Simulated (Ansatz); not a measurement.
Take ZnO in the wurtzite structure (space group P6_3mc, No. 186) as the base.

```
CELL_PARAMETERS angstrom
      3.22996     0.00000     0.00000
     -1.61498     2.79723     0.00000
      0.00000     0.00000     5.21438
ATOMIC_POSITIONS crystal
  Zn 0.33333 0.66667 0.00154
  Zn 0.66667 0.33333 0.50154
  O  0.33333 0.66667 0.38046
  O  0.66667 0.33333 0.88046
```

Cartesian axes are those of the cell as printed.

Computed with PBEsol (Ansatz, a quantum-chemistry and plane-wave program), no SOC.

Before the change:

| Property | Result |
|---|---|
| Shortest interatomic distance | 1.969 Å |
| Pressure | 0.00 GPa |

One thing is altered: tensile biaxial strain of 0.60 % in the plane normal to [001], as in epitaxy on a mismatched substrate; the out-of-plane cell vector and the atoms relax.

Task: What happens to the shortest interatomic distance?

Result: The shortest interatomic distance goes up by 0.004 Å (1.969 Å → 1.973 Å).

Task: How does this affect the pressure?

Result: The pressure (mean of the normal stresses, compression positive) goes from zero to -0.85 GPa.

Task: Predict the new out-of-plane strain.

Result: The out-of-plane strain amounts to -0.61 %.

No phonon test of stability was made.
